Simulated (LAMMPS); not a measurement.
MD of Cu (fcc) at zero pressure over temperature, 2048 atoms; each row names its start.

Level of theory: classical MD, pair style adp, file AlCu.adp (LAMMPS).

```csv
"T (K), start",state,volume,enthalpy,first peak of g(r),coordination number,D(Cu)
"100, crystal",crystal; no diffusion seen in 30 ps,11.8642 ± 0.0001 Å³/atom,-3.5141 ± 0.0001 eV/atom,"2.55 Å, height 12.8",12.0 (counted to 3.06 Å),-
"200, crystal",crystal; no diffusion seen in 30 ps,11.9197 ± 0.0001 Å³/atom,-3.4880 ± 0.0001 eV/atom,"2.56 Å, height 9.4",12.0 (counted to 3.10 Å),-
"300, crystal",crystal; no diffusion seen in 30 ps,11.9772 ± 0.0002 Å³/atom,-3.4615 ± 0.0001 eV/atom,"2.56 Å, height 7.7",12.0 (counted to 3.10 Å),-
"810, crystal",crystal; no diffusion seen in 30 ps,12.3090 ± 0.0005 Å³/atom,-3.3223 ± 0.0002 eV/atom,"2.55 Å, height 4.6",12.0 (counted to 3.14 Å),-
"1020, crystal",crystal; no diffusion seen in 30 ps,12.4717 ± 0.0008 Å³/atom,-3.2613 ± 0.0003 eV/atom,"2.55 Å, height 4.0",12.1 (counted to 3.18 Å),-
"1220, crystal",crystal; no diffusion seen in 30 ps,12.6472 ± 0.0009 Å³/atom,-3.2002 ± 0.0002 eV/atom,"2.55 Å, height 3.7",12.2 (counted to 3.22 Å),-
"1630, crystal",liquid,13.6 ± 0.1 Å³/atom,-2.98 ± 0.02 eV/atom,"2.49 Å, height 2.6",12.8 (counted to 3.50 Å),(5.06 ± 0.08) × 10^-5 cm²/s
"1220, melt",liquid,13.257 ± 0.002 Å³/atom,-3.0786 ± 0.0005 eV/atom,"2.49 Å, height 2.9",13.4 (counted to 3.54 Å),(2.25 ± 0.06) × 10^-5 cm²/s
"1360, melt",liquid,13.427 ± 0.001 Å³/atom,-3.0318 ± 0.0002 eV/atom,"2.49 Å, height 2.8",13.3 (counted to 3.54 Å),(3.29 ± 0.06) × 10^-5 cm²/s
"1490, melt",liquid,13.591 ± 0.002 Å³/atom,-2.9881 ± 0.0002 eV/atom,"2.48 Å, height 2.7",12.9 (counted to 3.50 Å),(4.11 ± 0.09) × 10^-5 cm²/s
"1700, melt",liquid,13.857 ± 0.002 Å³/atom,-2.9186 ± 0.0004 eV/atom,"2.49 Å, height 2.6",12.7 (counted to 3.50 Å),(5.8 ± 0.1) × 10^-5 cm²/s
"1900, melt",liquid,14.116 ± 0.002 Å³/atom,-2.8544 ± 0.0003 eV/atom,"2.46 Å, height 2.5",12.8 (counted to 3.54 Å),(7.58 ± 0.09) × 10^-5 cm²/s
```

Measured linear expansion coefficient: 16.50 1e-6/K at 293 K (Kaye and Laby Online (NPL), 2.3.5 Thermal expansion).

Measured melting point: 1358 K (Wikipedia, Melting points of the elements (data page)).

Caution (row 1630, crystal): enthalpy drifts during the constant-pressure average: a transition or slow ageing; fluctuation values are void.

Caution (row 1220, melt): this liquid lies under the melting point of about 1330 K that EAM-type AlCu.adp gives, so it is undercooled.

From the crystal rows between 100 and 300 K, estimate the mean linear expansion coefficient and the heat capacity. The slope of ln V over three gives 16 × 10^-6 /K, and dH/dT = 3.0 kB/atom. Nuclei are classical here, so the heat capacity stays near 3 kB/atom, where a real crystal's falls off below its Debye temperature.

Fit an Arrhenius law to the diffusion of Cu in the liquid. ln D against 1/T from 1220 to 1900 K gives an activation energy of 0.35 eV and D0 = 0.00065 cm²/s.

States go by the mean squared displacement: a species diffuses where it passes 1.5 Å², still rises and gives D over 1e-6 cm²/s; a crystal has left its structure where atoms lie 0.35 Å off their sites on average or a cubic box changes its shape by 3 %, or the axial ratios of another lie 8 % off the starting cell's, which the potential's own relaxation can also do.

Errors of D are the spread over four groups of atoms in one short run; a floor of about 5 %, a picked value, is safer.

The ± values are statistical; the model's systematic error is not in them.
